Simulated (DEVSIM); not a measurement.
System: Schottky contact on p-type CdTe, at 300 K.

| layer (left to right) | material | thickness (μm) | Na (cm⁻³) | τn (s) | τp (s) |
|---|---|---|---|---|---|
| 1 | CdTe | 12.0 | 1.1e16 | 4.6e-10 | 4.6e-10 |
| 2 | CdTe | 3.20 | 1.1e18 | 4.6e-10 | 4.6e-10 |

Left contact: Schottky, work function 4.78 eV, emission velocity 4.6e6 cm/s. Right contact: ohmic. Voltage is applied to the left contact. Recombination: SRH at mid-gap, radiative, Auger. Mobility is μmin + (μ − μmin)/(1 + (N/Nref)^α).

The device is made up for the run: typed textbook-type constants, with dimensions and the other settings drawn at random. Values at 300 K.

```
parameter        CdTe
-------------  ------
gap (eV)          1.5
affinity (eV)    4.28
permittivity     10.2
Nc (cm⁻³)        8e17
Nv (cm⁻³)      1.8e19
μn (cm²/Vs)      1000
μp (cm²/Vs)        80
μn,min            100
μp,min             10
Nref,n           1e17
Nref,p           1e17
αn                0.6
αp                0.6
B (cm³/s)       1e-10
Cn (cm⁶/s)      1e-30
Cp (cm⁶/s)      1e-30
```

Model (solved in DEVSIM): 1D drift-diffusion, Boltzmann statistics, complete ionisation; no tunnelling, impact ionisation, image-force lowering or self-heating. Metal contacts follow the ideal Schottky-Mott rule: no Fermi-level pinning, no interface dipoles.

The thickness of layer 1 was swept, all else fixed.

```json
[
 {"thickness of layer 1 (μm)": "2.4", "dark forward voltage at 1 A/cm² (V)": "0.615"},
 {"thickness of layer 1 (μm)": "4.2", "dark forward voltage at 1 A/cm² (V)": "0.617"},
 {"thickness of layer 1 (μm)": "7.2", "dark forward voltage at 1 A/cm² (V)": "0.620"},
 {"thickness of layer 1 (μm)": "12", "dark forward voltage at 1 A/cm² (V)": "___"},
 {"thickness of layer 1 (μm)": "20", "dark forward voltage at 1 A/cm² (V)": "0.632"},
 {"thickness of layer 1 (μm)": "36", "dark forward voltage at 1 A/cm² (V)": "0.644"},
 {"thickness of layer 1 (μm)": "60", "dark forward voltage at 1 A/cm² (V)": "0.666"}
]
```

Q: Complete the blanks.

A: 
- 12, dark forward voltage at 1 A/cm² (V): 0.625
